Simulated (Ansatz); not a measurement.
The reference is CuI in the zinc blende structure (space group F-43m, No. 216).

```yaml
crystal:
  lattice:
    - [0.00000, 3.01151, 3.01151]
    - [3.01151, 0.00000, 3.01151]
    - [3.01151, 3.01151, 0.00000]
  atoms:
    - { symbol: I, position: [0.75000, 0.75000, 0.75000] }
    - { symbol: Cu, position: [0.00000, 0.00000, 0.00000] }
```

Cartesian axes are those of the cell as printed.

Method: Ansatz (an electronic-structure program) r2SCAN, scalar-relativistic without spin-orbit coupling.

For the base:

The valence-band top at Γ is 0.00, 0.00, 0.00 eV.

The change: a free-standing slab of 6 layers (12 atoms, 2 a layer) is cut normal to [110], with 15 Å of vacuum and the in-plane cell held at bulk.

Q: How does this affect the change of the spacing d23 from its bulk value of 2.129 Å?

A: The change of the spacing d23 from its bulk value of 2.129 Å comes out as +1.0 %.

Q: How does this affect the valence-band top at Γ?

A: The valence-band top at Γ (three highest levels, from the VBM) becomes 0.00, -0.08, -0.21 eV (base: 0.00, 0.00, 0.00 eV).

Q: How does this affect the gap character?

A: The gap character is direct at Γ.

Q: Estimate the effect on the excess energy per area of both faces.

A: The excess energy per area of both faces (slab less bulk energy over the cell's area: twice a surface energy) is 0.28 J/m².

Slab and bulk use different k-meshes, which limits the precision of the excess energy. Spin-orbit coupling, missing from the scalar runs, can matter with I. No phonon test of stability was made. All final runs are without spin polarisation. k-point labels follow each cell's own Brillouin zone.
